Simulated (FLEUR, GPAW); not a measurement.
A FLEUR input for a self-consistent single point of Rb3Ba (I4/mmm, 4 atoms in the cell) (DFT, PBEsol, all-electron FLAPW (FLEUR), scalar-relativistic valence):

Input of the input generator:

```
Rb3Ba crystal
&input film=f /
-0.3840383205 0.3840383205 0.8396601317
0.3840383205 -0.3840383205 0.8396601317
0.3840383205 0.3840383205 -0.8396601317
16.6445919360
1.0 1.0 1.0

4
37 0.7500000000 0.2500000000 0.5000000000
37 0.2500000000 0.7500000000 0.5000000000
37 0.5000000000 0.5000000000 0.0000000000
56 0.0000000000 0.0000000000 0.0000000000

&comp jspins=1 /
&exco xctyp='PBEs' /
&kpt div1=5 div2=5 div3=5 /
&end /
```

```xml
<?xml version="1.0" encoding="UTF-8" standalone="no"?>
<fleurInput fleurInputVersion="0.39">
   <comment>
      Rb3Ba crystal                                                                                       
   </comment>
   <calculationSetup>
      <cutoffs Kmax="3.8" Gmax="15.2" GmaxXC="15.2" numbands="0"/>
      <scfLoop itmax="60" minDistance="0.00001" maxIterBroyd="15" imix="Anderson" alpha="0.05" precondParam="0.0" spinf="2.0"/>
      <coreElectrons ctail="T" frcor="F" kcrel="0" coretail_lmax="0"/>
      <xcFunctional name="PBEs" relativisticCorrections="F"/>
      <magnetism jspins="1"/>
      <soc l_soc="F" theta="0.0" phi="0.0" spav="F"/>
      <expertModes spex="0" secvar="F"/>
      <geometryOptimization l_f="T" forcealpha="1.0" forcemix="BFGS" epsdisp="0.00001" epsforce="0.00001"/>
      <ldaU l_linMix="F" mixParam="0.05" spinf="1.0"/>
   </calculationSetup>
   <cell>
      <bzIntegration valenceElectrons="37.0" mode="hist" fermiSmearingEnergy="0.00367493">
         <kPointListSelection listName="default-1"/>
         <!-- k-points included here -->
         <xi:include xmlns:xi="http://www.w3.org/2001/XInclude" href="kpts.xml"> </xi:include>
      </bzIntegration>
      <!-- symmetry operations included here -->
      <xi:include xmlns:xi="http://www.w3.org/2001/XInclude" href="sym.xml"> </xi:include>
      <bulkLattice scale="1.0">
         <bravaisMatrix>
            <row-1>   -6.3921611325092833     6.3921611325092833    13.9758002570745195</row-1>
            <row-2>    6.3921611325092833    -6.3921611325092833    13.9758002570745195</row-2>
            <row-3>    6.3921611325092833     6.3921611325092833   -13.9758002570745195</row-3>
         </bravaisMatrix>
      </bulkLattice>
   </cell>
   <atomSpecies>
      <species name="Rubidium (Rb)" element="Rb" atomicNumber="37">
         <mtSphere radius="2.68" gridPoints="925" logIncrement="0.014"/>
         <atomicCutoffs lmax="10" lnonsphr="8"/>
         <electronConfig flipSpins="F">
            <coreConfig>(1s1/2) (2s1/2) (2p1/2) (2p3/2) (3s1/2) (3p1/2) (3p3/2) (3d3/2) (3d5/2)</coreConfig>
            <valenceConfig>(4s1/2) (4p1/2) (4p3/2) (5s1/2)</valenceConfig>
            <stateOccupation state="(5s1/2)" spinUp="0.5" spinDown="0.5"/>
         </electronConfig>
         <energyParameters s="5" p="5" d="4" f="4"/>
         <lo type="SCLO" l="0" n="4" eDeriv="0"/>
         <lo type="SCLO" l="1" n="4" eDeriv="0"/>
      </species>
      <species name="Barium (Ba)" element="Ba" atomicNumber="56">
         <mtSphere radius="2.68" gridPoints="925" logIncrement="0.014"/>
         <atomicCutoffs lmax="10" lnonsphr="8"/>
         <electronConfig flipSpins="F">
            <coreConfig>(1s1/2) (2s1/2) (2p1/2) (2p3/2) (3s1/2) (3p1/2) (3p3/2) (4s1/2) (3d3/2) (3d5/2) (4p1/2) (4p3/2) (4d3/2) (4d5/2)</coreConfig>
            <valenceConfig>(5s1/2) (5p1/2) (5p3/2) (6s1/2)</valenceConfig>
         </electronConfig>
         <energyParameters s="6" p="6" d="5" f="4"/>
         <lo type="SCLO" l="0" n="5" eDeriv="0"/>
         <lo type="SCLO" l="1" n="5" eDeriv="0"/>
      </species>
   </atomSpecies>
   <atomGroups>
      <atomGroup species="Rubidium (Rb)">
         <relPos label="                   1">-1.000/4.000 1.000/4.000 1.000/2.000</relPos>
         <relPos label="                   2">1.000/4.000 -1.000/4.000 1.000/2.000</relPos>
         <force calculate="T" relaxXYZ="TTT"/>
      </atomGroup>
      <atomGroup species="Rubidium (Rb)">
         <relPos label="                   3">1.000/2.000 1.000/2.000 .0000000000</relPos>
         <force calculate="T" relaxXYZ="TTT"/>
      </atomGroup>
      <atomGroup species="Barium (Ba)">
         <relPos label="                   4">.0000000000 .0000000000 .0000000000</relPos>
         <force calculate="T" relaxXYZ="TTT"/>
      </atomGroup>
   </atomGroups>
   <output dos="F" band="F" slice="F">
      <checks vchk="F" cdinf="F"/>
      <bandDOS minEnergy="-.5*Htr" maxEnergy="0.5*Htr" sigma="0.015" storeEVData="T"/>
      <vacuumDOS vacdos="F" integ="F" star="F" nstars="0" locx1="0.0" locy1="0.0" locx2="0.0" locy2="0.0" nstm="0" tworkf="0.0"/>
      <unfoldingBand unfoldBand="F" supercellX="1" supercellY="1" supercellZ="1"/>
      <plotting iplot="0" polar="F">
         <plot TwoD="T" vec1="  1.0  0.0  0.0" vec2="  0.0  1.0  0.0" vec3="  0.0  0.0  1.0" zero="  0.0  0.0  0.0" file="plot"/>
      </plotting>
      <chargeDensitySlicing numkpt="0" minEigenval="0.0" maxEigenval="0.0" nnne="0" pallst="F"/>
      <specialOutput eonly="F"/>
      <magneticCircularDichroism mcd="F" energyLo="-10.0" energyUp="0.0"/>
   </output>
  <!-- We include the file relax.xml here to enable relaxations (see documentation) -->
  <xi:include xmlns:xi="http://www.w3.org/2001/XInclude" href="relax.xml"> <xi:fallback/> </xi:include>
</fleurInput>
```

Task: Give the GPAW input for the same structure, mesh, smearing and functional.

Result: One input that does it (others would too):

```python
from ase import Atoms
from ase.units import GPa
from gpaw import GPAW

atoms = Atoms(['Rb', 'Rb', 'Rb', 'Ba'],
              cell=[[-3.382586, 3.382586, 7.395675],
                    [3.382586, -3.382586, 7.395675],
                    [3.382586, 3.382586, -7.395675]],
              scaled_positions=[[0.750000, 0.250000, 0.500000],
                                [0.250000, 0.750000, 0.500000],
                                [0.500000, 0.500000, 0.000000],
                                [0.000000, 0.000000, 0.000000]],
              pbc=True)

calc = GPAW(mode={'name': 'pw', 'ecut': 550},
            xc='PBEsol',
            kpts=(5, 5, 5),
            occupations={'name': 'fermi-dirac', 'width': 0.1},
            nbands=-8,
            convergence={'density': 1e-05},
            symmetry={'symmorphic': False, 'tolerance': 0.0005},
            maxiter=100)

atoms.calc = calc

energy = atoms.get_potential_energy()
print('Energy (eV):', round(energy, 6))
forces = atoms.get_forces()
print('Forces (eV/Ang):')
print(forces.round(5))
stress = atoms.get_stress()
print('Stress (GPa, Voigt):', (stress / GPa).round(4))
```

Basis, cutoffs, solver keys and any potentials are the target program's own. This input uses DFT PBEsol, plane waves, GPAW PAW datasets PBEsol (made by gpaw-setup).

The starting cell comes from a database of computed structures (which also holds hypothetical and non-ambient phases and stackings), without a prior relaxation at this level. Its lattice was rescaled by a random factor within 2.5 % of one.
